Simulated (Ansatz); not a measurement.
The structure below was relaxed with r2SCAN, PAW, 500 eV (Ansatz, a first-principles code; without spin-orbit coupling), earlier PAW set, at pressure −2 GPa.

```yaml
crystal:
  lattice:
    - [0.00000, 1.79704, 1.79704]
    - [1.79704, 0.00000, 1.79704]
    - [1.79704, 1.79704, 0.00000]
  atoms:
    - { symbol: Cu, position: [0.00000, 0.00000, 0.00000] }
```

### Question
Find the space group and the Wyckoff positions.

### Answer
Space group Fm-3m (No. 225); a = 3.5941 Å, b = 3.5941 Å, c = 3.5941 Å, α = 90.00°, β = 90.00°, γ = 90.00°

| atom | site | symmetry | x | y | z |
|---|---|---|---|---|---|
| Cu | 4a | m-3m | 0.0000 | 0.0000 | 0.0000 |

### Question
Describe the coordination.

### Answer
The crystal has 4 atoms in its conventional cell. Cell: a = b = c = 3.5941 Å, α = β = γ = 90.00°. Cu sees 12 Cu at 2.541 Å (cuboctahedral). (Neighbours: up to the widest gap in distance over summed covalent radii, below 1.35, at either atom.)

Load acts through the strain it causes; cell and atoms are relaxed under it. No phonon test of stability was made. All final runs are without spin polarisation. The cell was made from Cu in the fcc (Cu type) structure (space group Fm-3m, No. 225) by this change: pressure −2 GPa.
